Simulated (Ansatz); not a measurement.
Hypothetical rutile SnS2: element substitutions

The reference is SnS2 in the rutile structure (space group P4_2/mnm, No. 136; a = 6.2005 Å, c = 3.8065 Å; a hypothetical phase, not in the database extracts checked).

Each row replaces one element on all its sites; cell and atoms are relaxed.

Calculations: DFT with PBE, PAW potentials and a 420 eV plane-wave cutoff in Ansatz (a program for electronic structure), spin-orbit coupling left out, earlier PAW set.

| change | shortest interatomic distance | c/a ratio |
|---|---|---|
| base | 4.799 bohr | 0.614 |
| Sn → Sb | (withheld) | (withheld) |
| S → Se | 5.095 bohr | 0.613 |
| S → Te | 5.609 bohr | 0.629 |

### Question
Complete the table.

### Answer

- Sn → Sb, shortest interatomic distance: 4.976 bohr
- Sn → Sb, c/a ratio: 0.669

No phonon test of stability was made. As relaxed here, SbS2, SnSe2 and SnTe2 are hypothetical phases, not in the database extracts checked. The final runs are not spin-polarised.
